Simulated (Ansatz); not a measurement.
Consider PbSe in the rock salt structure (space group Fm-3m, No. 225; a = 6.2178 Å).

Levels (all Ansatz, a quantum-chemistry and plane-wave program, PAW): PBE (420 eV, no spin-orbit coupling); r2SCAN (500 eV, no SOC).

Its gap is 0.43 eV with PBE and 0.73 eV with r2SCAN.

Perturbation: a hydrostatic pressure of 0.9 GPa.

With PBE the gap becomes 0.38 eV.

Task: If the r2SCAN correction stayed the same, what would the r2SCAN gap be, and what does the r2SCAN run give?

Result: A rigid correction of +0.30 eV gives 0.68 eV. The r2SCAN run gives 0.67 eV, so the two effects roughly add.

Single points use the geometry relaxed with PBE. With Pb present, leaving out spin-orbit coupling can change the band edges. Load acts through the strain it causes; cell and atoms are relaxed under it. No phonon test of stability was made.
